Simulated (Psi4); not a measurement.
Psi4 1.11, TPSS/def2-svpd: Sr(Br)(SH) ([SH][Sr][Br]), 4 atoms. The geometry is a generated start, not checked to be a minimum at this level.

```yaml
task: energy
method: tpss
basis: def2-svpd
memory: 3 GB
maxiter: 100
keys_of_the_molecule_block: symmetry c1
scf_type: df (default)
e_convergence: 1e-06 (default)
d_convergence: 1e-06 (default)
dft_radial_points: 75 (default)
dft_spherical_points: 302 (default)
effective_core_potentials: those of the basis set, past Kr
basis_functions: 102
grid_points: 88145
```

```xyz
4

Sr    -0.1403     0.0770    -0.9647
Br    -0.4983     2.5166    -2.0697
S      0.3011    -0.6383     1.5556
H      0.3375    -1.9553     1.4789
```

With the defaults (diis = true, scf_initial_accelerator = adiis, damping_percentage = 0, guess = auto, which took SAD, diis_start = 1, diis_max_vecs = 10) it converges in 10 SCF iterations. One run each on 2 threads, with these changes:
- diis_max_vecs = 3
- damping_percentage = 60
- guess = sap
- scf_initial_accelerator = ediis
- guess = modhuckel
- diis_max_vecs = 20
- guess = huckel
- diis = false, scf_initial_accelerator = none, damping_percentage = 60
- diis_start = 4

**Question.** Which runs fail or end elsewhere than the default run?

**Answer.** No convergence: diis = false, scf_initial_accelerator = none, damping_percentage = 60 (the run ends without SCF convergence in 100 iterations). The rest reach the solution of the defaults.

| setting | SCF iterations | end |
|---|---|---|
| the defaults | 10 | same solution |
| guess = modhuckel | 10 | same solution |
| scf_initial_accelerator = ediis | 10 | same solution |
| diis_max_vecs = 20 | 10 | same solution |
| guess = huckel | 10 | same solution |
| guess = sap | 15 | same solution |
| diis_start = 4 | 16 | same solution |
| diis_max_vecs = 3 | 17 | same solution |
| damping_percentage = 60 | 82 | same solution |
| diis = false, scf_initial_accelerator = none, damping_percentage = 60 | 100 | no convergence |
